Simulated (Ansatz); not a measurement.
Levels about the gap of amorphous Si₂₄O₄₈Rh (73 atoms in a cell of 1100 Å³, 2.33 g/cm³; zone centre alone, so wide bands show as single levels with stretches between that a denser mesh fills), at the geometry that PBE relaxed, where it gives -0.9 GPa on a denser mesh. The participation number counts the atoms over which a state spreads; weights are charges in smoothed Voronoi cells. The levels come from a single point, so bond lengths are those of that geometry. Method of the levels: PBE, scalar-relativistic without spin-orbit coupling (Ansatz, a first-principles code). Sampling: the zone centre alone; Fermi-Dirac width 0.02 eV; collinear spin, started from a total moment of 1 μB (at the end a net moment of 1.0 μB, with unpaired spins of both signs, a broken-symmetry state; no other order was tried). In the spin-polarised cell the level spacing at the Fermi energy can part levels of unlike spin. At PBE the levels at both edges of the gap are localised (band-tail or defect states), and the nearest spread-out levels lie 5.4 eV apart at the zone centre.

A CHGNet melt-quench gave the starting glass, which DFT then relaxed. O atoms were pushed apart under 1.9 Å during the dynamics, to hinder bonds among them. The hot cell started wider than the set density and was brought back towards it in steps. It is the lowest in DFT energy of 2 quenches. It is a model cell: composition and starting density were chosen by hand, and all elements were melted together. No dispersion term was used. Its density started from a set value of 2.33 and ended at 2.33 g/cm³. The simulated quench (nominally 480 K/ps over its main leg) is rapid and tends to freeze in more defects than a deposited or slowly cooled glass has. Values belong to this one cell and scatter from quench to quench. The volume was held where the preparation left it, at a PBE pressure of -0.9 GPa (tension). Stress components on the final sampling reach 2.9 GPa.

| E - E(highest filled), eV | filling | spin | participation number | largest on | weight Rh | weight O | weight Si |
|---|---|---|---|---|---|---|---|
| -1.10 | filled | dn | 3.0 | Rh, 4 neighbours | 0.56 | 0.32 | 0.12 |
| -0.93 | filled | up | 1.6 | Rh, 4 neighbours | 0.78 | 0.20 | 0.03 |
| -0.77 | filled | up | 2.3 | Rh, 4 neighbours | 0.61 | 0.36 | 0.03 |
| -0.52 | filled | dn | 1.4 | Rh, 4 neighbours | 0.85 | 0.12 | 0.03 |
| -0.29 | filled | up | 2.5 | Rh, 4 neighbours | 0.61 | 0.35 | 0.05 |
| -0.28 | filled | dn | 1.4 | Rh, 4 neighbours | 0.84 | 0.14 | 0.02 |
| 0.00 | filled | dn | 2.9 | Si, 3 neighbours | 0.01 | 0.40 | 0.60 |
| 0.58 | empty | dn | 1.8 | Rh, 4 neighbours | 0.74 | 0.23 | 0.02 |
| 0.94 | empty | dn | 2.0 | Rh, 4 neighbours | 0.69 | 0.27 | 0.04 |
| 1.82 | empty | up | 3.7 | Si, 3 neighbours | 0.01 | 0.43 | 0.57 |
| 3.00 | empty | up | 22.3 | Rh, 4 neighbours | 0.15 | 0.53 | 0.32 |
| 3.03 | empty | dn | 43.3 | Rh, 4 neighbours | 0.10 | 0.61 | 0.29 |
| 3.56 | empty | up | 14.1 | Rh, 4 neighbours | 0.18 | 0.48 | 0.34 |
| 3.69 | empty | dn | 9.5 | Rh, 4 neighbours | 0.24 | 0.43 | 0.34 |

Most localised among these is the filled level at -0.52 eV, on a Rh atom, which has 4 neighbours (O 1.92 Å, O 2.11 Å, Si 2.33 Å, O 2.40 Å).
